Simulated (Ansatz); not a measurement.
Base system: Li2S (space group Pn-3m, No. 224; a = 5.223 Å; a hypothetical phase, not in the database extracts checked). Axes: x, y, z lie along the cube axes.

Structures relaxed with r2SCAN (Ansatz, an electronic-structure program; PAW; 500 eV plane waves; without spin-orbit coupling).

Base:

Simulated powder pattern, Co Kα, λ = 1.79026 Å (kinematic, ideal powder, no thermal factors, no anomalous dispersion; the 14 strongest lines at most, above 2 %, up to 2θ = 90°):

| 2θ (°) | I/Imax (%) | hkl |
|---|---|---|
| 28.05 | 100 | (110) |
| 34.53 | 3.4 | (111) |
| 40.09 | 8.3 | (200) |
| 49.64 | 35 | (211) |
| 57.99 | 19 | (220) |
| 65.63 | 14 | (310) |
| 79.76 | 17 | (321) |
| 86.55 | 3.1 | (400) |

After one change:

Simulated powder pattern, Co Kα, λ = 1.79026 Å (kinematic, ideal powder, no thermal factors, no anomalous dispersion; the 14 strongest lines at most, above 2 %, up to 2θ = 90°):

```
2θ (°)  I/Imax (%)
------  ----------
26.66          100
32.80          3.4
38.06          8.5
47.07           36
54.92           19
62.06           15
75.18           17
81.40          3.1
87.52          9.1
```

Problem. Name the change that was made.
(A) biaxial strain −0.85 %, plane normal [001], relaxed out of plane
(B) biaxial strain +1.21 %, plane normal [110], relaxed out of plane
(C) strain tensor (xx, yy, zz, yz, xz, xy) = (+0.30, +0.12, +1.55, +1.15, +0.28, +1.09) %
(D) isotropic strain +5.12 %

Solution. D, isotropic strain +5.12 %. Its volume per atom is 27.59 Å³ against 23.75 Å³, and its space group is Pn-3m (No. 224).

Whether these cells are dynamically stable was not tested.
